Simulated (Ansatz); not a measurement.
**How far PBE-D3(BJ) and PBEsol-D3(BJ) part for MoS2, uniaxial strain ε_zz = +5.87 %**

Consider MoS2 in the 3R-MoS2 type structure (space group R3m, No. 160; layered, stacked along the Cartesian z axis).

```yaml
crystal:
  lattice:
    - [1.57655, 0.91022, 5.99710]
    - [-1.57655, 0.91022, 5.99710]
    - [0.00000, -1.82045, 5.99710]
  atoms:
    - { symbol: Mo, position: [0.00002, 0.00002, 0.00002] }
    - { symbol: S, position: [0.75355, 0.75355, 0.75355] }
    - { symbol: S, position: [0.57974, 0.57974, 0.57974] }
```

Cartesian axes are those of the cell as printed.

(Cell as relaxed with PBE-D3(BJ).)

Levels (all Ansatz, a first-principles code, PAW): PBE-D3(BJ) (420 eV, no SOC); PBEsol-D3(BJ) (420 eV, spin-orbit coupling left out).

Each level relaxes its own structure.

```
base                 PBE-D3(BJ)  PBEsol-D3(BJ)
-------------------  ----------  -------------
volume per atom        17.21 Å³       16.21 Å³
lattice parameter a     3.153 Å        3.116 Å
band gap                0.77 eV        0.50 eV
```

Modification: the cell is stretched by 5.87 % along z with no lateral relaxation; the atoms relax in the strained cell.

```csv
quantity,PBE-D3(BJ),PBEsol-D3(BJ)
smallest direct gap,1.78 eV,(withheld)
"stress (xx, yy, zz, yz, xz, xy; compression positive)","(-0.51, -0.51, -1.97, 0.00, 0.00, 0.00) GPa",(withheld)
shift of the gap caused by the change,+0.31 eV,(withheld)
band gap,1.07 eV,(withheld)
```

Q: Given the PBE-D3(BJ) results, estimate those of PBEsol-D3(BJ).

A: 
- smallest direct gap, PBEsol-D3(BJ): 1.90 eV
- stress (xx, yy, zz, yz, xz, xy; compression positive), PBEsol-D3(BJ): (-0.85, -0.85, -3.09, 0.00, 0.00, 0.00) GPa
- shift of the gap caused by the change, PBEsol-D3(BJ): +0.36 eV
- band gap, PBEsol-D3(BJ): 0.86 eV

PBE-D3(BJ)'s smallest direct gap lies 0.12 eV below PBEsol-D3(BJ)'s; PBE-D3(BJ)'s shift of the gap caused by the change lies 0.05 eV below PBEsol-D3(BJ)'s; PBE-D3(BJ)'s band gap lies 0.216 eV above PBEsol-D3(BJ)'s. Neither level is exact; PBEsol-D3(BJ) is the comparison here, not a measurement.

Stability against distortions was not tested.
